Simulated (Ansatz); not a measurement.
Cell of polar orthorhombic HfO2 (1 0 0) on alpha cristobalite (0 0 1) (film strained to the substrate, started from cuts of the bulks; slabs Si7O16 and Hf12O24, which can lie off the formulas; started ferromagnetic, the moments vanishing), with its geometry taken from a PBE run:

```yaml
crystal:
  lattice:
    - [5.08069, -0.00133, 0.16002]
    - [-0.00050, 5.08277, 0.06910]
    - [1.00979, 1.29378, 31.17050]
  atoms:
    - { symbol: Si, position: [0.20636, 0.29424, 0.17020] }
    - { symbol: Si, position: [0.69007, 0.83093, 0.05447] }
    - { symbol: Si, position: [0.73345, 0.29553, 0.11137] }
    - { symbol: Si, position: [0.17116, 0.77633, 0.22927] }
    - { symbol: O, position: [0.26959, 0.53937, 0.19903] }
    - { symbol: O, position: [0.47656, 0.21598, 0.14292] }
    - { symbol: O, position: [0.65485, 0.54025, 0.07835] }
    - { symbol: O, position: [0.97972, 0.38542, 0.13775] }
    - { symbol: O, position: [0.88150, 0.75982, 0.00981], spin: 0.5 }
    - { symbol: O, position: [0.10086, 0.03759, 0.19951] }
    - { symbol: O, position: [0.42427, 0.96273, 0.03645], spin: 0.5 }
    - { symbol: O, position: [0.82486, 0.03927, 0.08457] }
    - { symbol: Si, position: [0.09809, 0.22458, 0.40624] }
    - { symbol: Si, position: [0.64692, 0.74998, 0.28835] }
    - { symbol: Si, position: [0.61788, 0.22814, 0.34732] }
    - { symbol: O, position: [0.18713, 0.47122, 0.43287], spin: 0.5 }
    - { symbol: O, position: [0.34938, 0.13346, 0.37502] }
    - { symbol: O, position: [0.55094, 0.48529, 0.31639] }
    - { symbol: O, position: [0.85118, 0.30780, 0.37740] }
    - { symbol: O, position: [0.90736, 0.68059, 0.25784] }
    - { symbol: O, position: [0.00826, 0.99111, 0.44156], spin: 0.5 }
    - { symbol: O, position: [0.40865, 0.84932, 0.25889] }
    - { symbol: O, position: [0.72068, 0.98617, 0.31844] }
    - { symbol: Hf, position: [0.12041, 0.24657, 0.56856] }
    - { symbol: Hf, position: [0.59358, 0.22609, 0.64180] }
    - { symbol: Hf, position: [0.67198, 0.72653, 0.55946] }
    - { symbol: Hf, position: [0.12692, 0.70345, 0.47980], spin: 0.5 }
    - { symbol: O, position: [0.95461, 0.02538, 0.62288] }
    - { symbol: O, position: [0.48703, 0.06144, 0.58062] }
    - { symbol: O, position: [0.52756, 0.76689, 0.49390], spin: 0.5 }
    - { symbol: O, position: [0.00659, 0.93382, 0.53717] }
    - { symbol: O, position: [0.42700, 0.52435, 0.52046] }
    - { symbol: O, position: [0.91831, 0.45474, 0.52363] }
    - { symbol: O, position: [0.86631, 0.50935, 0.60561] }
    - { symbol: O, position: [0.36187, 0.50589, 0.60886] }
    - { symbol: Hf, position: [0.05411, 0.19132, 0.73867] }
    - { symbol: Hf, position: [0.52626, 0.16484, 0.81237] }
    - { symbol: Hf, position: [0.56077, 0.66147, 0.72744] }
    - { symbol: Hf, position: [0.09172, 0.68346, 0.65394] }
    - { symbol: O, position: [0.88954, 0.97045, 0.79533] }
    - { symbol: O, position: [0.40575, 0.98544, 0.75569] }
    - { symbol: O, position: [0.44213, 0.88125, 0.66953] }
    - { symbol: O, position: [0.92488, 0.86609, 0.70968] }
    - { symbol: O, position: [0.32301, 0.40370, 0.69401] }
    - { symbol: O, position: [0.82574, 0.39908, 0.68739] }
    - { symbol: O, position: [0.79084, 0.44906, 0.77138] }
    - { symbol: O, position: [0.28748, 0.44891, 0.77915] }
    - { symbol: Hf, position: [0.00636, 0.13592, 0.90903] }
    - { symbol: Hf, position: [0.45187, 0.12867, 0.97646], spin: 0.5 }
    - { symbol: Hf, position: [0.49317, 0.58808, 0.89824] }
    - { symbol: Hf, position: [0.02315, 0.63262, 0.82435] }
    - { symbol: O, position: [0.85235, 0.99530, 0.98008], spin: 0.5 }
    - { symbol: O, position: [0.34239, 0.90438, 0.93101] }
    - { symbol: O, position: [0.37250, 0.82099, 0.84219] }
    - { symbol: O, position: [0.86120, 0.80521, 0.88385] }
    - { symbol: O, position: [0.25912, 0.33345, 0.86299] }
    - { symbol: O, position: [0.76262, 0.35160, 0.85517] }
    - { symbol: O, position: [0.71706, 0.35188, 0.93772] }
    - { symbol: O, position: [0.22812, 0.39475, 0.94591] }
```

All values below come from PBE (plane waves to 420 eV, PAW; Ansatz, a quantum-chemistry and plane-wave program). No spin–orbit coupling. Its k-point mesh 5×5×1, Fermi–Dirac width 0.05 eV.

Task: Give the plane-averaged electrostatic potential energy of an electron along the normal (the smooth PAW potential), about its mean over the cell.

Result: 
| z (Å) | V (eV) |
|---|---|
| 0.000 | 2.09 |
| 0.288 | 3.50 |
| 0.576 | 4.19 |
| 0.720 | 4.15 |
| 1.008 | 3.60 |
| 1.296 | 2.28 |
| 1.584 | 2.17 |
| 1.872 | 2.65 |
| 2.016 | 2.29 |
| 2.304 | 1.59 |
| 2.592 | 1.61 |
| 2.880 | 2.19 |
| 3.168 | 2.98 |
| 3.312 | 3.11 |
| 3.600 | 3.11 |
| 3.888 | 2.52 |
| 4.176 | 1.88 |
| 4.464 | 1.84 |
| 4.752 | 2.46 |
| 4.896 | 2.91 |
| 5.184 | 3.30 |
| 5.472 | 3.37 |
| 5.760 | 2.56 |
| 6.048 | 1.93 |
| 6.192 | 1.84 |
| 6.480 | 2.34 |
| 6.768 | 3.26 |
| 7.056 | 3.46 |
| 7.344 | 3.50 |
| 7.488 | 3.10 |
| 7.776 | 2.27 |
| 8.064 | 2.00 |
| 8.352 | 2.57 |
| 8.640 | 3.51 |
| 8.784 | 3.71 |
| 9.072 | 3.63 |
| 9.360 | 3.10 |
| 9.648 | 2.34 |
| 9.936 | 2.18 |
| 10.080 | 2.44 |
| 10.368 | 3.25 |
| 10.656 | 3.82 |
| 10.944 | 3.77 |
| 11.232 | 3.05 |
| 11.376 | 2.65 |
| 11.664 | 2.25 |
| 11.952 | 2.67 |
| 12.240 | 3.55 |
| 12.528 | 3.93 |
| 12.816 | 3.95 |
| 12.959 | 3.90 |
| 13.247 | 3.47 |
| 13.535 | 3.09 |
| 13.823 | 3.49 |
| 14.111 | 4.24 |
| 14.255 | 4.11 |
| 14.543 | 3.07 |
| 14.831 | 1.51 |
| 15.119 | 0.30 |
| 15.407 | 0.61 |
| 15.551 | 1.25 |
| 15.839 | 1.53 |
| 16.127 | 0.52 |
| 16.415 | -1.25 |
| 16.703 | -2.26 |
| 16.847 | -2.64 |
| 17.135 | -4.07 |
| 17.423 | -4.97 |
| 17.711 | -5.96 |
| 17.999 | -4.95 |
| 18.143 | -3.62 |
| 18.431 | -1.62 |
| 18.719 | -0.98 |
| 19.007 | -2.28 |
| 19.295 | -3.32 |
| 19.583 | -3.91 |
| 19.727 | -4.49 |
| 20.015 | -5.01 |
| 20.303 | -5.41 |
| 20.591 | -4.75 |
| 20.879 | -3.10 |
| 21.023 | -2.42 |
| 21.311 | -1.38 |
| 21.599 | -1.48 |
| 21.887 | -2.49 |
| 22.175 | -3.69 |
| 22.319 | -4.43 |
| 22.607 | -5.25 |
| 22.895 | -5.25 |
| 23.183 | -4.95 |
| 23.471 | -3.53 |
| 23.615 | -2.81 |
| 23.903 | -1.67 |
| 24.191 | -1.17 |
| 24.479 | -2.03 |
| 24.767 | -3.29 |
| 24.911 | -4.05 |
| 25.199 | -5.16 |
| 25.487 | -5.00 |
| 25.775 | -4.91 |
| 26.063 | -3.95 |
| 26.207 | -3.41 |
| 26.495 | -2.26 |
| 26.783 | -0.87 |
| 27.071 | -1.01 |
| 27.359 | -2.52 |
| 27.647 | -4.72 |
| 27.791 | -5.41 |
| 28.079 | -5.22 |
| 28.367 | -4.49 |
| 28.655 | -4.05 |
| 28.943 | -3.56 |
| 29.087 | -3.04 |
| 29.375 | -1.25 |
| 29.663 | 0.75 |
| 29.951 | 0.93 |
| 30.239 | -0.14 |
| 30.383 | -0.58 |
| 30.671 | -0.25 |
| 30.959 | 1.08 |
